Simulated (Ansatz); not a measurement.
# MgO, response to strain

Base system: MgO in the rock salt structure (space group Fm-3m, No. 225).

```xyz
2
Lattice="0.0000 2.1022 2.1022 2.1022 0.0000 2.1022 2.1022 2.1022 0.0000" Properties=species:S:1:pos:R:3 pbc="T T T"
Mg     0.0000     0.0000     0.0000
O      2.1022     2.1022     2.1022
```

Cartesian axes are those of the cell as printed.

Strains are applied to the cell and any free atomic positions relax; under biaxial strain the out-of-plane vector relaxes too.

Method: r2SCAN (Ansatz, a first-principles code), without spin-orbit coupling.

```json
[
 {"biaxial strain, plane normal [001], relaxed out of plane (%)": "-3", "band gap (eV)": "6.04"},
 {"biaxial strain, plane normal [001], relaxed out of plane (%)": "-2.5", "band gap (eV)": "5.98"},
 {"biaxial strain, plane normal [001], relaxed out of plane (%)": "-2", "band gap (eV)": "5.92"},
 {"biaxial strain, plane normal [001], relaxed out of plane (%)": "-1.5", "band gap (eV)": "?"},
 {"biaxial strain, plane normal [001], relaxed out of plane (%)": "-1", "band gap (eV)": "5.80"},
 {"biaxial strain, plane normal [001], relaxed out of plane (%)": "-0.5", "band gap (eV)": "5.74"},
 {"biaxial strain, plane normal [001], relaxed out of plane (%)": "0", "band gap (eV)": "5.68"}
]
```

Question: Fit E_g = E₀ + Dε (ε in %) to the rows shown and predict the withheld row.

Answer: Least squares on the printed values gives E₀ = 5.68 eV, D = -120 meV per % of strain (largest residual 0.00 eV); this predicts 5.86 eV, and the run gives 5.86 eV, in agreement.

No phonon test of stability was made.
